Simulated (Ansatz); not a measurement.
We consider rock-salt LaTe, described by BLYP (Ansatz, an electronic-structure program, plane waves, PAW).

Settings: plane-wave cutoff 520 eV, 16×16×16 k mesh, Fermi–Dirac smearing 0.05 eV, scalar-relativistic PAW data made under PBE.

Equation-of-state points:

| V (Å³/atom) | E − E_lowest (meV/atom) | P (GPa) |
|---|---|---|
| 34.190 | 21.17 | 3.31 |
| 34.917 | 9.00 | 2.07 |
| 35.645 | 2.14 | 0.97 |
| 36.372 | 0.00 | -0.01 |
| 37.100 | 2.09 | -0.89 |
| 37.827 | 7.94 | -1.67 |
| 38.555 | 17.17 | -2.37 |

Question: Estimate the bulk modulus from the pressures at 35.645 and 37.100 Å³/atom, and compare it with a fit to all energies.

Answer: B = −V dP/dV. Between V = 35.645 and 37.100 Å³/atom, dP/dV = (-0.89 − (0.97))/(37.100 − 35.645) = -1.28 GPa per Å³/atom; at the midpoint 36.373 Å³/atom this gives B ≈ 46.5 GPa. The third-order Birch–Murnaghan fit gives V0 = 36.363 Å³/atom, B0 = 46.5 GPa, B′ = 4.7, which lies within 1 % of that estimate.

Note: the volume lies 9 % above that of the published cell.

Spin–orbit coupling is not included; it can open a gap where bands touch, and shift volumes and moduli.

It cost very roughly 110 core-seconds of CPU time.
